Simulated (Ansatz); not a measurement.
PrIn₃ (Pm-3m, No. 221)

Computed with r²SCAN (PAW; Ansatz, an electronic-structure program).

Numerical settings: plane-wave cutoff 560 eV, 12×12×12 k mesh, Fermi–Dirac smearing 0.05 eV, spin-polarised with parallel moments, scalar-relativistic PAW data made under PBE.

Cell: relaxed at this level.

| Item | Value |
|---|---|
| equilibrium lattice constant a | 4.710 Å |
| bulk modulus | 52.0 GPa |

Note: the magnetic order was assumed, not searched for or taken from measurement; the 4f shell is treated without U or exact exchange, so its levels and filling can be wrong; the bulk modulus is −V dP/dV from two relaxed cells at ±2 % in volume.

Spin–orbit coupling is not included.

The computed numbers hold no vibrational or temperature effects.
